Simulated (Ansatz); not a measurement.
**C in the diamond structure (space group Fd-3m, No. 227)**

C is modelled in the cubic space group Fd-3m, origin choice 1 (No. 227), the diamond structure, Pearson symbol cF8. Cell: a = 3.5538 Å, b = 3.5538 Å, c = 3.5538 Å, α = 90.00°, β = 90.00°, γ = 90.00°. C on 8b sees 4 C at 1.539 Å (tetrahedral). (Neighbours: up to the widest gap in distance over summed covalent radii, below 1.35, at either atom.)
(The calculation used a cell of 2 atoms; values per cell refer to that cell.)

All numbers come from PBEsol (Ansatz, a program for electronic structure, PAW, scalar-relativistic without spin-orbit coupling). Γ-centred 16×16×16 mesh, Fermi–Dirac width 0.05 eV.

The volume per atom is 5.61 Å³, the density comes out as 3.55 g/cm³ and the band gap is 4.03 eV, indirect, Γ → Γ–X (75 % along). The electron mass is 1.6 mₑ along k, 0.29 mₑ across and the hole mass (degenerate bands, along [100]) comes out as 0.29, 0.29, 0.52 mₑ. The lowest conduction-band minima above the VBM is a point along ⟨100⟩, about 1.3 Å⁻¹ from Γ 4.03 eV. The total energy comes out as -246.668 eV/atom (σ→0; compares only within this code and set-up).

Masses are band curvatures over ±0.01 Å⁻¹ around the edge. Along k means along the line from Γ to the band edge. Whether these cells are dynamically stable was not tested.
